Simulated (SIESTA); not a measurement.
## Several settings converged on NbH2 (I4mm, 3 atoms in the cell)

```yaml
crystal:
  lattice:
    - [0.00000, 2.29598, 2.29598]
    - [2.29598, 0.00000, 2.29598]
    - [2.29598, 2.29598, 0.00000]
  atoms:
    - { symbol: Nb, position: [0.01089, 0.01089, 0.98911] }
    - { symbol: H, position: [0.25000, 0.25000, 0.25000] }
    - { symbol: H, position: [0.75000, 0.75000, 0.75000] }
```

Base method: GGA PBEsol, numerical atomic orbitals DZP, PseudoDojo PBEsol standard norm-conserving potentials (rewritten from UPF to PSML) (SIESTA).

Base settings: XC.functional = GGA; XC.authors = PBEsol; potentials = PseudoDojo PBEsol standard; PAO.BasisSize = DZP; PAO.EnergyShift = 0.01 Ry; MeshCutoff = 400 Ry; kgrid.MonkhorstPack = 6 6 6; OccupationFunction = MP; OccupationMPOrder = 0; ElectronicTemperature = 0.1 eV.

**The k-point mesh at a smearing width of 0.3 eV**

In this ladder: ElectronicTemperature = 0.3 eV.

Only quantities that move along the ladder and can be compared are tabulated.

```tsv
kgrid.MonkhorstPack	free energy less the last step's (meV/atom)	pressure (GPa)	largest difference of a force vector from the last step's (eV/Å)
4 4 4	51.11	-7.76	0.066
5 5 5	16.41	-8.87	0.006
6 6 6	-7.34	-9.85	0.009
8 8 8	2.87	-9.33	0.014
9 9 9	0.66	-9.44	0.008
11 11 11	-0.26	-9.53	0.005
13 13 13	0.04	-9.48	0.003
20 20 20	0.00	-9.48	0.000
24 24 24	0.00	-9.48	0.000
```

Coarsest kgrid.MonkhorstPack that holds the forces within 0.01 eV/Å of the last step, with all finer ones: 9 9 9; the step before is off by 0.014 eV/Å.

Coarsest kgrid.MonkhorstPack that holds the pressure within 0.2 GPa of the last step, with all finer ones: 8 8 8; the step before is off by 0.37 GPa.

Coarsest kgrid.MonkhorstPack that holds the free energy within 2 meV/atom of the last step, with all finer ones: 9 9 9; the step before is off by 2.9 meV/atom.

**The width of Gaussian smearing**

In this ladder: kgrid.MonkhorstPack = 10 10 10.

Narrow widths need finer meshes than wide ones, so the last steps can hold mesh noise.

Only quantities that move along the ladder and can be compared are tabulated; pressure and forces are left out, as mesh noise rules them at narrow widths.

```csv
ElectronicTemperature,free energy less the last step's (meV/atom)
1 eV,-89.19
0.5 eV,-19.26
0.3 eV,-5.63
0.2 eV,-1.97
0.1 eV,-0.37
0.05 eV,0.00
```

Widest ElectronicTemperature that holds the free energy within 5 meV/atom of the last step, with all finer ones: 0.2 eV; the step before is off by 5.6 meV/atom.

On the base run: the starting cell comes from a database of computed structures (which also holds hypothetical and non-ambient phases and stackings), without a prior relaxation at this level. Its lattice was rescaled by up to half a per cent. One atom was moved a little off its site on purpose. Spin polarisation is off. Values carry the incompleteness of an atom-centred basis. In the base run, with a pressure of about -10 GPa the cell is away from its equilibrium volume at this level.

Left out of this page: 2 runs of the series outside the window shown, repeating another row's setting, or not comparable.
